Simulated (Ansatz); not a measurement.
Reference: ZnS (F-43m), PBEsol with spin-orbit coupling, rigid bands (plane waves, PAW; Ansatz, a program for electronic structure); axes and stresses refer to this cell.

```
ZnS
1.0
    0.00000     2.67828     2.67828
    2.67828     0.00000     2.67828
    2.67828     2.67828     0.00000
Zn S
1 1
Direct
  0.00000   0.00000   0.00000
  0.25000   0.25000   0.25000
```

The hole conductivity mass is 0.84 mₑ and the electron conductivity mass is 0.179 mₑ. The band gap is 2.06 eV.

```tsv
Change	hole conductivity mass	electron conductivity mass	band gap
biaxial stress xx = yy = -2 GPa (compression positive)	0.62 mₑ	0.175 mₑ	1.89 eV
functional PBE, cell relaxed with it	[?]	0.179 mₑ	[?]
hydrostatic pressure 10 GPa	[?]	0.199 mₑ	2.51 eV
uniaxial stress along [110] of 1 GPa (compression positive)	0.71 mₑ	0.180 mₑ	2.05 eV
uniaxial stress along [110] of 2 GPa (compression positive)	0.56 mₑ	0.180 mₑ	2.02 eV
uniaxial stress along [111] of -2 GPa (compression positive)	0.77 mₑ	0.177 mₑ	[?]
```

Question: Complete the blanks.

Answer: 
- functional PBE, cell relaxed with it, hole conductivity mass: 0.92 mₑ
- functional PBE, cell relaxed with it, band gap: 1.99 eV
- hydrostatic pressure 10 GPa, hole conductivity mass: 0.74 mₑ
- uniaxial stress along [111] of -2 GPa (compression positive), band gap: 1.98 eV

Masses are for dilute carriers at 300 K, harmonic means over directions unless an axis is named. Stresses and pressures are the targets of the relaxation.  The structure type is held under load, also where the real crystal would transform.
